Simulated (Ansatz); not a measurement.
# A computed series for CuI: element substitutions

The parent structure is CuI in the zinc blende structure (space group F-43m, No. 216; a = 5.939 Å).

Each row replaces one element on all its sites; cell and atoms are relaxed.

Level of theory: PBEsol/PAW in Ansatz (an electronic-structure program), without spin-orbit coupling.

Candidates:
(a) I → Te
(b) I → Sb
(c) Cu → B

Base values:

- Volume per atom: 26.19 Å³

Question: Order them by volume per atom, highest first.

Answer: (c) Cu → B (29.39 Å³), (a) I → Te (24.21 Å³), (b) I → Sb (23.90 Å³)

No phonon test of stability was made. As relaxed here, CuTe, CuSb and BI are hypothetical phases, not in the database extracts checked. All final runs are without spin polarisation. An odd electron count without spin: CuTe.
